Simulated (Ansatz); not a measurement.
Subject: the surface energy of the Na8C36 stack, the mean of its two faces, with the listed reservoirs for the atoms in excess. Reaction: 36 C (graphite) + 8 Na (bcc) → cell A.

Cell A: a stack of composition Na8C36 on the in-plane vectors of C (graphite, P6₃/mmc) (0001), but not a cut of that crystal, 44 atoms, hexagonal cell of 7.39 Å (47.4 Å²), symmetry P-3m1 within 0.02 Å, 9.4 Å thick under 14 Å of vacuum, so it may be strained; planes from bottom to top: C18 | Na4 × 2 | C18, in three parts with no bond between them, 3.2 Å apart at the widest; a model cell; spin state with PBE: run without spin, k-point mesh 6×6×1.
```
CELL_PARAMETERS angstrom
      7.39497     0.00000     0.00000
     -3.69749     6.40423     0.00000
      0.00000     0.00000    23.19175
ATOMIC_POSITIONS crystal
  C  0.11112 0.22224 0.29716
  C  0.22224 0.11112 0.29716
  C  0.11115 0.55558 0.29725
  C  0.22222 0.44443 0.29728
  C  0.11112 0.88888 0.29716
  C  0.22222 0.77778 0.29728
  C  0.44443 0.22221 0.29728
  C  0.55557 0.11115 0.29725
  C  0.44442 0.55558 0.29725
  C  0.55557 0.44443 0.29725
  C  0.44442 0.88885 0.29725
  C  0.55557 0.77778 0.29728
  C  0.77779 0.22221 0.29728
  C  0.88888 0.11112 0.29716
  C  0.77779 0.55557 0.29728
  C  0.88885 0.44443 0.29725
  C  0.77776 0.88888 0.29716
  C  0.88888 0.77776 0.29716
  Na 0.00000 0.00000 0.43544
  Na 0.16665 0.33329 0.56282
  Na 0.99996 0.49998 0.43718
  Na 0.16665 0.83335 0.56282
  Na 0.50002 0.00004 0.43718
  Na 0.66667 0.33333 0.56456
  Na 0.50002 0.49998 0.43718
  Na 0.66671 0.83335 0.56282
  C  0.11109 0.22218 0.70275
  C  0.22224 0.11112 0.70272
  C  0.11110 0.55555 0.70272
  C  0.22224 0.44449 0.70275
  C  0.11109 0.88891 0.70275
  C  0.22224 0.77776 0.70275
  C  0.44443 0.22221 0.70284
  C  0.55555 0.11109 0.70284
  C  0.44445 0.55555 0.70272
  C  0.55555 0.44445 0.70284
  C  0.44445 0.88890 0.70272
  C  0.55551 0.77776 0.70275
  C  0.77779 0.22221 0.70284
  C  0.88888 0.11112 0.70272
  C  0.77779 0.55557 0.70284
  C  0.88891 0.44445 0.70284
  C  0.77782 0.88891 0.70275
  C  0.88888 0.77776 0.70272
```

Reference: C (graphite, P6₃/mmc), 36 atoms in the cell, the relaxed perfect crystal repeated, atoms not moved again, k-point mesh 6×6×5 on the run's own vectors.

Reference: Na (bcc, Im-3m), 1 atom in the cell, k-point mesh 20×20×20 on the run's own vectors. Conventional cell: a = 4.083 Å, b = 4.083 Å, c = 4.083 Å, α = 90.00°, β = 90.00°, γ = 90.00°.

Plane-wave PAW calculations with Ansatz (a quantum-chemistry and plane-wave program), its default PAW set, cutoff 420 eV, 500 eV for r2SCAN. The structures are at rest with PBE+D3(BJ), within the held lattices; other levels are single points on them. Neutral cells; Fermi-Dirac smearing of at most 0.10 eV in the solids, energies taken to zero width. The lattices are those relaxed with PBE+D3(BJ) or held as stated, so at other levels the solids can be strained, which adds to the spread. Larger cells are relaxed from a start prepared with the learned potential CHGNet, on a coarser mesh till forces fall under 0.03 eV/Å, which some starts already meet. A dispersion term (D3(BJ), or D4 for r2SCAN) was computed beside these levels and is taken off wherever the name lacks it. Static lattices, no vibrational contributions. Cells are local rest points, mostly with their start's symmetry. No correction for cell size. Cell A has symmetry P-3m1 within 0.02 Å and got no random move, so less symmetric positions, which may lie lower, weren't tried.

**Question.** Predict the value from r2SCAN+D4.

**Answer.** 0.36 J/m², for 36 C (graphite) + 8 Na (bcc) → cell A.

**Question.** How does the value move with the functional?

**Answer.** 
| Functional | value (J/m²) | less r2SCAN+D4 |
|---|---|---|
| PBE | 0.05 | -0.31 |
| PBE+D3(BJ) | 0.35 | -0.01 |
| r2SCAN | 0.17 | -0.19 |

The levels shown span 0.31 J/m², from PBE (0.05) to r2SCAN+D4 (0.36).
